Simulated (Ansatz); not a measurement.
The reference is HfC in the rock salt structure (space group Fm-3m, No. 225; a = 4.607 Å).

Computed with PBEsol (Ansatz, a program for electronic structure; PAW; 420 eV plane waves; scalar-relativistic without spin-orbit coupling).

Before the change:

| Quantity | Result |
|---|---|
| Band gap | zero |
| Lattice parameter a | 4.607 Å |

The change: cell and atoms relaxed at a pressure of 4.5 GPa.

### Question
What happens to the band gap?

### Answer
The band gap remains zero.

### Question
Estimate the effect on the lattice parameter a.

### Answer
The lattice parameter a shrinks by 0.027 Å (4.607 Å → 4.580 Å).

Load acts through the strain it causes; cell and atoms are relaxed under it. Stability against distortions was not tested. The final runs are not spin-polarised.
